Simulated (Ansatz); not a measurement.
Consider a periodic stack without vacuum, bcc Mo (1 1 1) on rock-salt PbS (1 1 1) (film strained to the substrate, faces as cut): substrate slab Pb4S4, film Mo10, surface cells [[0, 1], [-1, 0]] and [[1, -1], [0, 1]], film strained by -5.0 and -5.0 %, faces S/Pb and Mo/Mo as cut (like faces can put a slab off its formula). Its start:

```
Mo5Pb2S2
1.0
    4.24864     0.00000     0.10340
   -2.12432     3.67943    -0.09406
    2.93407    -1.22628    24.30886
Pb S Mo
4 4 10
Direct
  0.94848   0.01719   0.10821
  0.18568   0.74614   0.25125
  0.41721   0.45756   0.39460
  0.72944   0.32707   0.54325
  0.30610   0.68388   0.02712
  0.58073   0.37703   0.16931
  0.81046   0.09944   0.31319
  0.05615   0.83275   0.45490
  0.34172   0.72135   0.64452
  0.02627   0.03780   0.61325
  0.95857   0.09495   0.72868
  0.65051   0.40975   0.68702
  0.57572   0.46414   0.81026
  0.26754   0.78002   0.76925
  0.19173   0.83056   0.89203
  0.88359   0.14777   0.85210
  0.81070   0.19232   0.97055
  0.50084   0.51170   0.93336
```

The start was prepared with a machine-learned potential, and the result is one local minimum, with the in-plane cell held and forces under 0.04 eV/Å; the film can end far from its bulk form.

Method: PBE (plane waves to 420 eV, PAW; Ansatz, a first-principles code). Scalar-relativistic, without spin–orbit coupling; the runs are not spin-polarised. Its k-point mesh 9×9×1, Fermi–Dirac width 0.05 eV.

Problem. Predict the relaxed interface.

Solution. The interface area is 15.6 Å², the period is 25.08 Å and the gaps between the outermost planes at the two interfaces is 1.64 and 1.39 Å. The Mo–Pb contacts across the interfaces within 1.22 times the sum of covalent radii comes out as 7, mean 3.21 Å and the Mo–S contacts across the interfaces within 1.22 times the sum of covalent radii is 4, mean 2.70 Å.
